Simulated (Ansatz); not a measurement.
Hf (P6_3/mmc), Ansatz (an electronic-structure program) with PBEsol, DFPT electron-phonon coupling, linearised Boltzmann equation: phonon-limited resistivity 30.9 μΩ·cm at 300 K along y (a = (3.16, 0.00, 0.00) Å; b = (-1.58, 2.74, 0.00) Å; c = (0.00, 0.00, 5.00) Å), 41.8 μΩ·cm at 400 K, current-weighted mean free path 5.3 nm, Drude plasma energy 4.15 eV.

What temperature coefficient of resistance follows, and how does it compare with 1/T?

(ρ₄₀₀ − ρ₃₀₀)/(100 K × ρ₃₀₀) = 3.53×10⁻³ K⁻¹, against 1/T = 3.33×10⁻³ K⁻¹ for a resistivity proportional to T. It lies higher because phonons are still being populated at 300 K; impurities would add a constant and lower it.

Estimate the resistivity of a 80 nm square wire with diffuse walls from ρ ≈ ρ₀(1 + 3ℓ/4d).

1 + 0.75 × 5.3/80 = 1.05, so ρ ≈ 32.4 μΩ·cm and a line 1 μm long has 50.7 Ω. The formula is the free-electron limit for d well above ℓ; grain boundaries add to it.

What Drude relaxation time do resistivity and plasma energy imply?

ω_p = 6.30e15 s⁻¹, so τ = 1/(ε₀ ω_p² ρ) = 9.19 fs, a damping ħ/τ of 71.6 meV.

A metal at this level (no band gap). Only scattering by harmonic phonons is included (no impurities, grain boundaries, electron-electron scattering or thermal expansion). Spin-orbit coupling is left out, which matters with elements this heavy. Halving the electron mesh (32x32x16) moves the resistivity by up to 3 % at 300 K, the mean free path by up to 2 %. Smearing 0.20 eV; phonons on a 5x5x3 q mesh, which this run doesn't test.
